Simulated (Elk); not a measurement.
Input and output of a self-consistent single point for Zr (P6_3/mmc, 2 atoms in the cell) (Elk)

Method: PBE, all-electron FP-LAPW, Elk's shipped species files, APW+lo basis with extra local orbitals (Elk).

This input was run:

```
tasks
  0

xctype
  20

tforce
  .true.

rgkmax
  7.5

gmaxvr
  18.0

lmaxapw
  10

lmaxo
  8

nxlo
  2

lorbcnd
  .true.

lradstp
  2

nrmtscf
  2.0

lmaxi
  4

stype
  0

swidth
  0.00499791

maxscl
  100

scale
  6.064329061

avec
    1.0000000000    0.0000000968    0.0000000000
   -0.5000000839    0.8660253554    0.0000000000
    0.0000000000    0.0000000000    1.5967437706

sppath
  './'

atoms
  1
  'Zr.in'
  2
  0.3333333333  0.6666666667  0.2500000000    0.0 0.0 0.0
  0.6666666667  0.3333333333  0.7500000000    0.0 0.0 0.0

ngridk
  16 16 9
```

The program printed (abridged):

```
│ Elk code version 10.2.4 │

All units are atomic (Hartree, Bohr, etc.)

│ Ground-state run starting from atomic densities │

Lattice vectors :
   6.064329061      0.5870270531E-06   0.000000000
  -3.032165039       5.251862730       0.000000000
   0.000000000       0.000000000       9.683179651

Unit cell volume      :    308.3998362
Brillouin zone volume :   0.8043137003

Muffin-tin inner radius fraction :   0.1000000000E-01

Nuclei treated as point charges

Species :    1 (Zr)
 parameters loaded from : Zr.in
 name : zirconium
 nuclear charge    :   -40.00000000
 electronic charge :    40.00000000
 atomic mass :    166291.1791
 muffin-tin radius :    2.600000000
 number of radial points in muffin-tin :   1199
 atomic positions (lattice), magnetic fields (Cartesian) :
   1 :   0.33333333  0.16666667  0.25000000    0.00000000  0.00000000  0.00000000
   2 :  -0.33333333 -0.16666667 -0.25000000    0.00000000  0.00000000  0.00000000

Total number of atoms per unit cell :    2

Spin treatment :
 spin-unpolarised

Number of Bravais lattice symmetries :   24
Number of crystal symmetries         :   24
Crystal has inversion symmetry
Real symmetric eigensolver will be used

k-point grid :     16    16     9
k-point offset :    0.000000000       0.000000000       0.000000000
k-point set is reduced with full crystal symmetry group
Total number of k-points :      150

Muffin-tin radius times maximum |G+k| :    7.500000000
 using average radius
Maximum |G+k| for APW functions       :    2.884615385
Maximum (1/2)|G+k|²                   :    4.160502959
Maximum |G| for potential and density :    18.00000000
 potential will be trimmed for |G| > 2 gkmax
Constant for pseudocharge density :   12
Radial integration step length :    2

G-vector grid sizes :     35    35    56
Number of G-vectors :    30337

Maximum angular momentum used for
 APW functions                      :   10
 outer part of muffin-tin           :    8
 inner part of muffin-tin           :    4

Total nuclear charge    :   -80.00000000
Total core charge       :    56.00000000
Total valence charge    :    24.00000000
Total excess charge     :    0.000000000
Total electronic charge :    80.00000000

Effective Wigner radius, rₛ :   0.9726991002

Number of empty states         :    8
Total number of valence states :   20
Total number of core states    :   56

Conduction state local-orbitals added automatically
Total number of local-orbitals :  220

Exchange-correlation functional :     20     0     0
 Perdew-Burke-Ernzerhof, Phys. Rev. Lett. 77, 3865 (1996)
 gradient requirement :    1
 generalised gradient approximation (GGA)

Smearing type :    0
 Gaussian
Smearing width :   0.4997910000E-02
Effective electronic temperature (K) :    1578.215154

Mixing type :    3
 Broyden mixing, J. Phys. A: Math. Gen. 17, L317 (1984)

Kohn-Sham potential initialised from atomic data

│ Self-consistent loop started │
│ Loop number : 1 │
 total energy                :     -7201.94553743
│ Loop number : 2 │
 total energy                :     -7201.97618741
RMS change in Kohn-Sham potential (target) :   0.8201243273E-01 (  0.1000000000E-05)
Absolute change in total energy (target)   :   0.3064997792E-01 (  0.1000000000E-03)
│ Loop number : 3 │
 total energy                :     -7201.92088950
RMS change in Kohn-Sham potential (target) :   0.8012914607E-01 (  0.1000000000E-05)
Absolute change in total energy (target)   :   0.4763540948E-01 (  0.1000000000E-03)
│ Loop number : 4 │
 total energy                :     -7200.42693649
RMS change in Kohn-Sham potential (target) :   0.4459207225E-01 (  0.1000000000E-05)
Absolute change in total energy (target)   :    1.505861866     (  0.1000000000E-03)
│ Loop number : 5 │
 total energy                :     -7199.19861693
RMS change in Kohn-Sham potential (target) :   0.1586354803E-01 (  0.1000000000E-05)
Absolute change in total energy (target)   :    1.604785025     (  0.1000000000E-03)
│ Loop number : 6 │
 total energy                :     -7198.67040422
RMS change in Kohn-Sham potential (target) :   0.4183674372E-02 (  0.1000000000E-05)
Absolute change in total energy (target)   :   0.9294089663     (  0.1000000000E-03)
│ Loop number : 7 │
 total energy                :     -7198.47647478
RMS change in Kohn-Sham potential (target) :   0.2640273475E-03 (  0.1000000000E-05)
Absolute change in total energy (target)   :   0.4262816847     (  0.1000000000E-03)
│ Loop number : 8 │
 total energy                :     -7198.46620439
RMS change in Kohn-Sham potential (target) :   0.1685960751E-03 (  0.1000000000E-05)
Absolute change in total energy (target)   :   0.1168408129     (  0.1000000000E-03)
│ Loop number : 9 │
 total energy                :     -7198.46549228
RMS change in Kohn-Sham potential (target) :   0.3924513502E-04 (  0.1000000000E-05)
Absolute change in total energy (target)   :   0.2992230864E-01 (  0.1000000000E-03)
│ Loop number : 10 │
 total energy                :     -7198.46687006
RMS change in Kohn-Sham potential (target) :   0.4992651552E-05 (  0.1000000000E-05)
Absolute change in total energy (target)   :   0.6102797181E-02 (  0.1000000000E-03)
│ Loop number : 11 │
 total energy                :     -7198.46706514
RMS change in Kohn-Sham potential (target) :   0.2018278888E-05 (  0.1000000000E-05)
Absolute change in total energy (target)   :   0.1330615013E-02 (  0.1000000000E-03)
│ Loop number : 12 │
 total energy                :     -7198.46722457
RMS change in Kohn-Sham potential (target) :   0.3359533458E-06 (  0.1000000000E-05)
Absolute change in total energy (target)   :   0.1732302453E-03 (  0.1000000000E-03)
│ Loop number : 13 │
 total energy                :     -7198.46724085
RMS change in Kohn-Sham potential (target) :   0.2009888376E-06 (  0.1000000000E-05)
Absolute change in total energy (target)   :   0.2702073562E-04 (  0.1000000000E-03)
Convergence targets achieved

│ Loop number : 14 │

Energies :
 Fermi                       :     0.349742009268
 sum of eigenvalues          :     -4260.41677578
 electron kinetic            :      7437.96877001
 core electron kinetic       :      7300.74125025
 Coulomb                     :     -14407.7015596
 Coulomb potential           :     -11400.3857924
 nuclear-nuclear             :     -704.981006046
 electron-nuclear            :     -16005.0553148
 Hartree                     :      2302.33476122
 Madelung                    :     -8707.50866345
 xc potential                :     -297.999753420
 exchange                    :     -224.643056783
 correlation                 :     -4.09140815235
 total energy                :     -7198.46725456

Density of states at Fermi energy :    51.72954123
 (states/Hartree/unit cell)

Estimated indirect band gap :   0.7835840856E-03
 from k-point    121 to k-point    150
Estimated direct band gap   :   0.2547050546E-02
 at k-point    150

Charges :
 core                        :    56.00000000
 valence                     :    24.00000000
 interstitial                :    4.059995289
 muffin-tins (core leakage)
  species :    1 (Zr)
   atom    1                 :    37.97000236     (  0.2877613074E-05)
   atom    2                 :    37.97000236     (  0.2877613074E-05)
 total in muffin-tins        :    75.94000471
 total calculated charge     :    79.99987817
 total charge                :    80.00000000
 error                       :   0.1218311234E-03

│ Self-consistent loop stopped │

Forces :
 species :    1 (Zr)
  atom :    1
   Hellmann-Feynman          :    -0.00000000    0.00000000   -0.00000000
   IBS                       :     0.00000000    0.00000000    0.00000000
   total force               :     0.00000000    0.00000000    0.00000000
   total magnitude           :     0.00000000
  atom :    2
   Hellmann-Feynman          :     0.00000000   -0.00000000   -0.00000000
   IBS                       :    -0.00000000    0.00000000    0.00000000
   total force               :    -0.00000000    0.00000000    0.00000000
   total magnitude           :     0.00000000
```

The run converged in 14 iterations. The count includes the last loop, which Elk runs after its targets are met.

The starting cell comes from a database of computed structures (which also holds hypothetical and non-ambient phases and stackings), without a prior relaxation at this level. Its lattice was rescaled by a random factor within 2.5 % of one. Values depend on the basis (sphere radii, cutoffs, local orbitals), which need not be converged. The log's line on a gap gives a spacing of levels on this mesh, which the program prints for metals too.

Cost on one core of a shared machine: roughly 90 s.
